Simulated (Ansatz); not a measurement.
What tensor shear ε_xz = +0.40 % does to SiC

The parent structure is SiC (space group P6_3mc, No. 186; a = 3.0585 Å, c = 10.0120 Å). Axes: x lies along a and z along c of the hexagonal cell.

Modification: a pure shear with ε_xz = ε_zx = 0.0040; the atoms relax in the strained cell.

Calculations: LDA/PAW in Ansatz (a first-principles code), spin-orbit coupling left out. Settings: 12×12×4 k-points, 0.05 eV Fermi–Dirac smearing.

The volume per atom remains 10.14 Å³ and the space group becomes Cc (No. 9) (base: P6_3mc (No. 186)). The shortest interatomic distance falls by 0.002 Å to 1.869 Å and the energy grows by 0.3 meV/atom. The pressure (mean of the normal stresses, compression positive) is still 0.0 kbar and the band gap falls by 0.02 eV to 2.16 eV. The gap character is indirect, Γ → V₂ and the smallest direct gap is still 3.31 eV. The valence-band top at Γ (three highest levels, from the VBM) becomes 0.00, -0.02, -0.08 eV (base: 0.00, 0.00, -0.05 eV) and the valley order (the lowest conduction-band minima on the path, energy above the VBM, named in the base's zone) amounts to M (1/2, 1/2, 0) 2.16 eV; M (0, 1/2, 0) 2.17 eV; L (1/2, 1/2, 1/2) 2.57 eV. The stress (xx, yy, zz, yz, xz, xy; compression positive) comes out as (-0.01, 0.00, 0.01, 0.00, -1.30, 0.00) GPa.

Final structure:

```
SiC
1.0
    3.05845     0.00000     0.01223
   -1.52923     2.64870    -0.00612
    0.04005     0.00000    10.01200
Si C
4 4
Direct
  0.00037   0.00004   0.50031
  0.00034   0.99996   0.00031
  0.33371   0.66664   0.25025
  0.66707   0.33336   0.75025
  0.99969   0.99998   0.31286
  0.99971   0.00002   0.81286
  0.33287   0.66662   0.06222
  0.66625   0.33338   0.56222
```

Stability against distortions was not tested. Labels are those of the standard path for the cell's own space group.
